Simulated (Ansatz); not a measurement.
## LuPt3 (Pm-3m, No. 221)

Calculation: r²SCAN in Ansatz (PAW).

Run with plane-wave cutoff 500 eV, 14×14×14 k mesh, Fermi–Dirac smearing 0.1 eV, scalar-relativistic PAW data made under PBE.

Cell: relaxed at this level.

- equilibrium volume per atom = 16.64 Å³/atom
- equilibrium lattice constant a = 4.053 Å
- band gap = zero (no gap)

Spin–orbit coupling is not included.

Ansatz is an electronic-structure program.
